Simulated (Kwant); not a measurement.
Model system: quantum point contact (saddle potential) in a GaAs two-dimensional gas. Effective mass 0.067 mₑ, grid spacing 6.2 nm, hard walls, nominal width 150 nm (25 grid rows, so walls 161.2 nm apart), one parabolic valley, scattering region 450 nm long along x; energies count from the band bottom; Fermi energy 0.00295 eV. Potential (V0 + ½k y²) cos²(πx/L) for |x| < L/2, with V0 swept from 0.0030975 to 0 eV, k = 3.4e-06 eV/nm², L = 300 nm. Perpendicular field 0.35 T, also in the leads; orbital effect alone.

The device is made up for the run: typed textbook-type constants, with dimensions and the other settings drawn at random.

Kwant, effective-mass tight-binding model on a square grid, one spin, coherent transport at 0 K. Conductance is in e²/h.

Sweep values stay those of the base run.

Base results: G (e²/h) at V0 = 1.571 meV 0.96; G (e²/h) at V0 = 2.334 meV 0.041; mean G (e²/h) over the sweep 0.64.

Task: What follows from this one change: length of the gated region 300 → 210 nm?

Result: G at V0 = 1.571 meV 0.96 → 0.91 e²/h; G at V0 = 2.334 meV 0.041 → 0.11 e²/h; mean G over the sweep little changed (0.65 e²/h).

Task: What follows from this one change: effective mass 0.067 → 0.087 mₑ?

Result: G at V0 = 1.571 meV little changed (0.99 e²/h); G at V0 = 2.334 meV 0.041 → 0.085 e²/h; mean G over the sweep 0.64 → 0.77 e²/h.

Task: What follows from this one change: curvature of the confinement 3.4e-06 → 6.8e-06 eV/nm²?

Result: G at V0 = 1.571 meV 0.96 → 0.44 e²/h; G at V0 = 2.334 meV 0.041 → 0.0024 e²/h; mean G over the sweep 0.64 → 0.50 e²/h.
